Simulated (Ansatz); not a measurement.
An Ansatz (a quantum-chemistry and plane-wave program) input (PBE, PAW, 420 eV (Ansatz; spin-orbit coupling left out)):

Ansatz 0.2 input:
```yaml
crystal:
  lattice:
    - [2.6173708102, 0, 0]
    - [-1.3086854051, 2.2667096128, 0]
    - [0, 0, 4.3284924903]
  atoms:
    - { symbol: B, position: [0.6666666667, 0.3333333333, 0.999911207] }
    - { symbol: B, position: [0.3333333333, 0.6666666667, 0.499911207] }
    - { symbol: N, position: [0.6666666667, 0.3333333333, 0.625288793] }
    - { symbol: N, position: [0.3333333333, 0.6666666667, 0.125288793] }
basis: { ecutwfc: 420, ecutrho_ratio: 4, xc_grid: 2, fft_grid_basis: typed }
kpoints: { mp_grid: { grid: [15, 15, 8] } }
hamiltonian:
  xc: pbe
  dispersion: none
  pseudopotentials: { kind: paw }
scf: { occupations: { method: fermi_dirac, width: 0.05 }, convergence: { dr2_threshold: 0.0000000004 } }
relax: { f_tol: 0.005, max_steps: 50 }
output: { forces: true, stress: true }
checkpoint: { write: state.ck, write_every: 1000 }
```

Task: Which symmetry and how many k-points will the program report, and about how many plane waves at Γ?

Result: Space group P63mc (ITA 186) with 12 operations, k-points 135 of 1800, and 525 plane waves at Γ.

Task: And the final pressure?

Result: -23.64 GPa (compression positive).

The cells carry an imposed strain or load. No phonon test of stability was made. The cell was made from BN in the wurtzite structure (space group P6_3mc, No. 186) by this change: isotropic strain +2.46 %.
